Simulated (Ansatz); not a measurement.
Ansatz (a first-principles code) run on Mg2Pd (I4/mmm, 3 atoms in the cell): zone-centre phonon calculation.

Computed with LDA (PW92), default PAW files made with PBE (plane waves; Ansatz).

```
Mg2Pd
1.0
   -1.62813     1.62813     5.06532
    1.62813    -1.62813     5.06532
    1.62813     1.62813    -5.06532
Mg Pd
2 1
Direct
  0.64722   0.64722   0.00000
  0.35278   0.35278   0.00000
  0.00000   0.00000   0.00000
```

Reference input (self-consistent single point, DFT, LDA (PW92), plane waves, default PAW files made with PBE): basis.ecutwfc = 420 eV; kpoints.mp_grid.grid = 14 14 14; hamiltonian.xc = lda; hamiltonian.pseudopotentials = {kind: paw} (the program's default PAW files); scf.occupations.method = fermi_dirac; scf.occupations.width = 0.1 eV. This run's input differs from it in these lines:

```diff
@@ -23,6 +23,6 @@
     width: 0.1
-output:
-  forces: true
-  eigenvalues: true
-  stress: true
+  convergence:
+    dr2_threshold: 1.0e-05 eV
+phonons:
+  method: dfpt
```

Log, with long lists cut:

```
SCF iter   1: F=—  HF=-10649.340692 eV  |F-HF|=—  |Δ(HF+E_count)|=         —  Δρ=8.11e-3  dr2=1.88e-2  ethr=1.77e-3  ⟨swp⟩=5.0  Hψ=40650  notcnv=0
all-band conjugate gradients solve this SCF's bands
preconditioner: auto → Kerker (q_TF=auto, 2.575 Å⁻¹)
SCF iter   2: F=—  HF=-10649.330325 eV  |F-HF|=—  |Δ(HF+E_count)|=   1.04e-2  Δρ=3.00e-3  dr2=3.79e-3  ethr=4.95e-5  ⟨swp⟩=2.0  Hψ=20520  notcnv=0
SCF iter   3: F=—  HF=-10649.329308 eV  |F-HF|=—  |Δ(HF+E_count)|=   1.02e-3  Δρ=1.24e-3  dr2=9.97e-4  ethr=9.97e-6  ⟨swp⟩=2.1  Hψ=12961  notcnv=0
SCF iter   4: F=—  HF=-10649.329171 eV  |F-HF|=—  |Δ(HF+E_count)|=   1.37e-4  Δρ=4.62e-4  dr2=3.46e-4  ethr=2.62e-6  ⟨swp⟩=1.9  Hψ=11660  notcnv=0
SCF iter   5: F=—  HF=-10649.329101 eV  |F-HF|=—  |Δ(HF+E_count)|=   7.03e-5  Δρ=1.27e-4  dr2=8.19e-6  ethr=9.10e-7  ⟨swp⟩=1.8  Hψ=10382  notcnv=0
SCF iter   6: F=-10649.329100 eV  HF=-10649.329100 eV  |F-HF|=4.15e-7  |Δ(HF+E_count)|=   5.66e-7  Δρ=2.77e-5  dr2=5.42e-7  ethr=2.16e-8  ⟨swp⟩=10.6  Hψ=77576  notcnv=0
SCF 1 converged in 6 iterations: F = -10649.329100 eV  dr2 = 5.42e-7
DFPT response loops at Γ: preconditioner auto → Kerker (q_TF=auto, 2.575 Å⁻¹) (partly filled bands, converged f_vac=0.000) …
Free energy (F): -10649.329100 eV
Internal energy: -10649.292857 eV  (E = F + TS)
E sigma→0 (E₀):  -10649.310978 eV
Entropy (-TS):   -0.036243 eV (-12.081 meV/atom)
Fermi energy:    10.156131 eV
--- Phonons (Γ-DFPT): 4 representative perturbations + reference, on 428 of 2744 k-points (Σ response iterations 14) ---
  k mesh reduced under 4 symmetry operations, with k and −k counted as one. Each operation leaves every solved displacement unchanged or reverses it
  ASR residual: 3.150e-2 → 0.000e0 eV/Å²; symmetrization residual: 6.681e-8 eV/Å²
  ASR residual per site (eV/Å²): 7.02e-3 7.02e-3 3.15e-2
  Γ frequencies (cm⁻¹): 0.00 0.00 0.00 153.79 182.29 182.29 210.46 210.46 289.20
  non-analytic LO–TO correction: not included (Born effective charges unavailable; polar crystals: no LO–TO splitting at Γ)
```

The run converged in 6 iterations. 

Summary of the result:
Free energy E − TS (on the zero of these files): -10649.3291 eV
Fermi level (on the code's own zero): 10.16 eV
Zone-centre frequencies (cm⁻¹; negative means imaginary): 0, 0, 0, 154, 182, 182, 210, 210, 289

The starting cell comes from a database of computed structures (which also holds hypothetical and non-ambient phases and stackings), without a prior relaxation at this level. Its lattice was rescaled by up to half a per cent. Spin polarisation is off.

Cost on one core of a shared machine: roughly 5 min.

Keys are those of Ansatz 0.2.
